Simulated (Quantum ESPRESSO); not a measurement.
## Convergence study of the plane-wave cutoff for Sn2Ir (I4mm, 3 atoms in the cell)

```yaml
crystal:
  lattice:
    - [0.00000, 3.19308, 3.19308]
    - [3.19308, 0.00000, 3.19308]
    - [3.19308, 3.19308, 0.00000]
  atoms:
    - { symbol: Sn, position: [0.75000, 0.75000, 0.75000] }
    - { symbol: Sn, position: [0.25000, 0.25000, 0.25000] }
    - { symbol: Ir, position: [0.00783, 0.00783, 0.99217] }
```

Level of theory: LDA (PZ), GBRV 1.5 ultrasoft (LDA) pseudopotentials (plane waves; Quantum ESPRESSO 7.5).

Base settings: ecutwfc = 40 Ry; ecutrho = 320 Ry; occupations = smearing; smearing = gauss; degauss = 0.0073499 Ry; potentials = {Sn: sn_lda_v1.4.uspp.F.UPF, Ir: ir_lda_v1.2.uspp.F.UPF}; K_POINTS = automatic 3 3 3 0 0 0; conv_thr = 1e-10 Ry.

Moved along: ecutrho.

The second cell is the first with its lattice scaled by 0.98.

The mesh stays at the base's, so the ladder's end is converged at best in this setting alone.

Only quantities that move along the ladder and can be compared are tabulated.

The count of work is k-points × plane waves × bands × iterations; it is no time. 

The starting cell comes from a database of computed structures (which also holds hypothetical and non-ambient phases and stackings), without a prior relaxation at this level. Its lattice was rescaled by up to half a per cent. One atom was moved a little off its site on purpose. Spin polarisation is off. In the base run, with a pressure of about -5 GPa the cell is away from its equilibrium volume at this level. Without a gap this mesh is coarse (it stands for a supercell whose shortest vector is 14 Å).

```tsv
ecutwfc	free energy less the last step's (meV/atom)	energy of the compressed cell less the first (meV/atom)	pressure (GPa)	largest difference of a force vector from the last step's (eV/Å)	count of work / last
14 Ry	10822.73	-33.30	-268.91	0.098	0.041
16 Ry	5746.53	79.67	-129.59	0.154	0.061
18 Ry	3561.00	52.26	-70.35	0.018	0.066
20 Ry	2407.05	26.52	-44.76	0.029	0.091
22 Ry	1800.82	-70.33	-36.00	0.004	0.10
24 Ry	1277.73	-27.33	-30.65	0.007	0.11
28 Ry	592.42	-16.43	-21.59	0.002	0.13
32 Ry	257.50	-23.21	-12.37	0.002	0.17
36 Ry	147.05	-12.23	-6.09	0.002	0.22
40 Ry	132.91	-12.40	-4.77	0.001	0.23
44 Ry	118.59	-12.73	-5.74	0.001	0.27
48 Ry	88.95	-12.07	-6.49	0.001	0.31
54 Ry	44.36	-13.33	-5.92	0.000	0.37
60 Ry	25.58	-12.20	-4.79	0.000	0.50
70 Ry	19.59	-12.33	-4.77	0.000	0.67
80 Ry	7.36	-12.21	-4.88	0.000	0.76
96 Ry	0.00	-12.24	-4.52	0.000	1.0
```

Coarsest ecutwfc that holds the energy of the compressed cell less the first within 2 meV/atom of the last step, with all finer ones: 36 Ry, at 0.22 of the last step's count of work; the step before is off by 11 meV/atom.

Coarsest ecutwfc that holds the pressure within 1 GPa of the last step, with all finer ones: 60 Ry; the step before is off by 1.4 GPa.

Coarsest ecutwfc that holds the free energy within 5 meV/atom: not settled: the last two steps still differ by 7.4 meV/atom, over half the tolerance, so the ladder does not show it.

At the lowest cutoff the pressure lies 264 GPa under the last step's, the usual sign of Pulay stress in an incomplete plane-wave basis.
